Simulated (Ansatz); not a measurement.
Partial pair distribution functions of a relaxed model of amorphous B32N32Co, broadened by 0.06 Å; density 2.12 g/cm³. Level of theory: PBE, scalar-relativistic without spin-orbit coupling (plane waves to 420 eV, PAW; Ansatz, an electronic-structure program). In the spin-polarised cell the level spacing at the Fermi energy can part levels of unlike spin.

The cell was made by melting and quenching with the CHGNet potential and then relaxed with DFT. N atoms were pushed apart under 1.9 Å during the dynamics, to hinder bonds among them. The hot cell started wider than the set density and was brought back towards it in steps. It is the lowest in DFT energy of 2 quenches. It is a model cell: composition and starting density were chosen by hand, and all elements were melted together. No dispersion term was used. Its density started from a set value of 2.12 and ended at 2.12 g/cm³. Cooling (nominally 730 K/ps over its main leg) ran many orders faster than in experiment, which tends to leave more defects and strain. Values belong to this one cell and scatter from quench to quench. The volume was held where the preparation left it, at a PBE pressure of -1.4 GPa (tension). Stress components on the final sampling reach 4.7 GPa. Cycles of charging lowered its energy after that relaxation.

| r (Å) | g B-N | g N-Co | g B-B | g N-N |
|---|---|---|---|---|
| 1.10 | 0.00 | 0.00 | 0.00 | 0.00 |
| 1.20 | 0.12 | 0.00 | 0.00 | 0.00 |
| 1.30 | 1.34 | 0.00 | 0.00 | 0.00 |
| 1.40 | 8.25 | 0.00 | 0.00 | 0.00 |
| 1.50 | 9.58 | 0.00 | 0.00 | 0.00 |
| 1.60 | 2.67 | 0.00 | 0.01 | 0.00 |
| 1.70 | 0.54 | 0.03 | 0.13 | 0.00 |
| 1.80 | 0.10 | 1.58 | 0.23 | 0.00 |
| 1.90 | 0.00 | 8.13 | 0.37 | 0.00 |
| 2.00 | 0.00 | 3.70 | 0.52 | 0.00 |
| 2.10 | 0.00 | 0.13 | 0.35 | 0.03 |
| 2.20 | 0.00 | 0.00 | 0.83 | 0.30 |
| 2.30 | 0.04 | 0.00 | 1.03 | 0.55 |
| 2.40 | 0.10 | 0.00 | 2.64 | 2.07 |
| 2.50 | 0.24 | 0.02 | 3.95 | 4.89 |
| 2.60 | 0.34 | 0.62 | 2.59 | 3.36 |
| 2.70 | 0.50 | 1.46 | 1.29 | 1.83 |
| 2.80 | 0.83 | 0.23 | 0.79 | 0.85 |
| 2.90 | 1.21 | 0.46 | 0.64 | 0.54 |
| 3.00 | 1.19 | 1.20 | 0.74 | 0.55 |
| 3.10 | 1.08 | 0.29 | 0.55 | 0.48 |
| 3.20 | 0.96 | 1.45 | 0.35 | 0.45 |
| 3.30 | 0.89 | 1.49 | 0.47 | 0.54 |
| 3.40 | 0.90 | 0.17 | 0.61 | 0.75 |
| 3.50 | 1.13 | 1.37 | 0.53 | 0.80 |
| 3.60 | 1.28 | 2.17 | 0.62 | 0.75 |
| 3.70 | 1.41 | 0.30 | 0.54 | 0.47 |
| 3.80 | 1.86 | 0.07 | 0.49 | 0.58 |
| 3.90 | 1.69 | 0.80 | 0.69 | 0.73 |
| 4.00 | 1.27 | 1.81 | 0.74 | 1.00 |
| 4.10 | 0.93 | 1.99 | 1.27 | 1.11 |
| 4.20 | 0.87 | 0.61 | 1.38 | 0.83 |
| 4.30 | 0.75 | 1.10 | 1.33 | 1.26 |

Within 1.86 Å each B has 2.94 N neighbours on average.
